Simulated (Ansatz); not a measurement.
**O on the 1x1 (100) surface of rock-salt MgO (cut with top plane Mg + O), one in a 2x2 cell, started at the site 'top O'**

Host crystal: rock-salt MgO, with a band gap (PBE, scalar-relativistic without spin-orbit coupling).

The numbers are results of r2SCAN, at the PBE geometry and the start's symmetry (plane waves to 500 eV, PAW; Ansatz, a program for electronic structure), not measurements.

Model: 33-atom slab, 6.4 Å thick at the start under the adsorbate (thin: gaps and levels are the slab's own), 3x3x1 mesh, Fermi-Dirac 0.01 eV, dipole correction, single point; on the structure that PBE left under its start's symmetry; spin-polarised, no spin-orbit, no U, no dispersion correction. The starting moment vanished. The program's check for a lower electronic state was not made. At the end it is bonded to O. In PBE it is, or lies within 0.03 eV of, the lowest of the starts that converged; the order may differ at this level.

```json
{
  "energy of the end state, in which the adsorbate paired with a surface O atom, against ½ O2(g) at the same level": "1.08 eV",
  "change_of_the_step_from_the_bottom_to_the_top_vacuum_level_against_the_clean_slab": "1.08 eV",
  "height of the binding atom over the mean of the host atoms within 0.3 Å of the top one": "1.315 Å",
  "magnetic_moment_of_the_cell": "0.00 μB",
  "cost": "around 5 core-minutes (rough)"
}
```

A negative adsorption energy means that the adsorbate is more stable on the surface than in its reference.
